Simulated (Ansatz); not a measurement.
**Convergence study of the plane-wave cutoff for Na2CdSn (P3m1, 8 atoms in the cell)**

```yaml
crystal:
  lattice:
    - [4.97037, 0.00000, 0.00000]
    - [-2.48519, 4.30447, 0.00000]
    - [0.00000, 0.00000, 10.01235]
  atoms:
    - { symbol: Na, position: [0.66667, 0.33333, 0.58774] }
    - { symbol: Na, position: [0.33333, 0.66667, 0.41725] }
    - { symbol: Na, position: [0.33333, 0.66667, 0.08275] }
    - { symbol: Na, position: [0.66667, 0.33333, 0.91725] }
    - { symbol: Cd, position: [0.00000, 0.00000, 0.75000] }
    - { symbol: Cd, position: [0.00000, 0.00000, 0.25000] }
    - { symbol: Sn, position: [0.33333, 0.66667, 0.75000] }
    - { symbol: Sn, position: [0.66667, 0.33333, 0.25000] }
```

Computed with PBEsol, default PAW files made with PBE (plane waves; Ansatz, a quantum-chemistry and plane-wave program).

Base settings: basis.ecutwfc = 420 eV; kpoints.mp_grid.grid = 3 3 2; hamiltonian.xc = pbesol; hamiltonian.pseudopotentials = {kind: paw} (the program's default PAW files); scf.occupations.method = fermi_dirac; scf.occupations.width = 0.1 eV.

The second cell is the first with its lattice scaled by 0.98.

The mesh stays at the base's, so the ladder's end is converged at best in this setting alone.

The first pressure column holds Ansatz's estimate of the finite-basis (Pulay) stress, which hides part of the cutoff error; the other is without it.

Only quantities that move along the ladder and can be compared are tabulated.

The count of work is k-points × plane waves × bands × iterations; it is no time. 

The starting cell comes from a database of computed structures (which also holds hypothetical and non-ambient phases and stackings), without a prior relaxation at this level. Its lattice was rescaled by up to half a per cent. One atom was moved a little off its site on purpose. Without a gap this mesh is coarse (it stands for a supercell whose shortest vector is 15 Å).

| basis.ecutwfc | free energy less the last step's (meV/atom) | energy of the compressed cell less the first (meV/atom) | pressure (GPa) | pressure without the Pulay estimate (GPa) | largest difference of a force vector from the last step's (eV/Å) | count of work / last |
|---|---|---|---|---|---|---|
| 145 eV | 46258.01 | 456.17 | 0.78 | -957.36 | 0.312 | 0.076 |
| 170 eV | 18951.10 | 117.03 | 9.58 | -478.08 | 0.038 | 0.098 |
| 190 eV | 8808.60 | 55.88 | -0.56 | -256.81 | 0.032 | 0.11 |
| 210 eV | 3891.37 | 75.04 | 0.16 | -130.69 | 0.101 | 0.11 |
| 230 eV | 1761.03 | 7.67 | 0.63 | -67.34 | 0.022 | 0.13 |
| 250 eV | 753.34 | 15.89 | 0.34 | -32.92 | 0.006 | 0.14 |
| 295 eV | 86.87 | 6.31 | 0.20 | -5.20 | 0.003 | 0.16 |
| 335 eV | 8.32 | 9.04 | 0.12 | -0.54 | 0.001 | 0.19 |
| 380 eV | 1.24 | 8.87 | 0.12 | 0.09 | 0.000 | 0.23 |
| 420 eV | 0.83 | 8.82 | 0.12 | 0.10 | 0.000 | 0.27 |
| 460 eV | 0.47 | 8.80 | 0.12 | 0.10 | 0.000 | 0.31 |
| 505 eV | 0.28 | 8.80 | 0.12 | 0.11 | 0.000 | 0.35 |
| 565 eV | 0.22 | 8.80 | 0.12 | 0.11 | 0.000 | 0.42 |
| 630 eV | 0.14 | 8.80 | 0.12 | 0.11 | 0.000 | 0.49 |
| 735 eV | 0.07 | 8.79 | 0.12 | 0.12 | 0.000 | 0.62 |
| 840 eV | 0.04 | 8.79 | 0.12 | 0.11 | 0.000 | 0.76 |
| 1010 eV | 0.00 | 8.78 | 0.12 | 0.11 | 0.000 | 1.0 |

Coarsest basis.ecutwfc that holds the pressure within 0.05 GPa of the last step, with all finer ones: 335 eV, at 0.19 of the last step's count of work; the step before is off by 0.09 GPa.

Coarsest basis.ecutwfc that holds the pressure without the Pulay estimate within 0.2 GPa of the last step, with all finer ones: 380 eV, at 0.23 of the last step's count of work; the step before is off by 0.66 GPa.

Coarsest basis.ecutwfc that holds the free energy within 5 meV/atom of the last step, with all finer ones: 380 eV, at 0.23 of the last step's count of work; the step before is off by 8.3 meV/atom.

The energy difference between the two cells stays within 1 meV/atom of the last step's from 335 eV on, the total only from 420 eV on: much of the error is common to both cells and cancels.

At the lowest cutoff the pressure without the Pulay estimate lies 957 GPa under the last step's, the usual sign of Pulay stress in an incomplete plane-wave basis.

Keys are those of Ansatz 0.2.
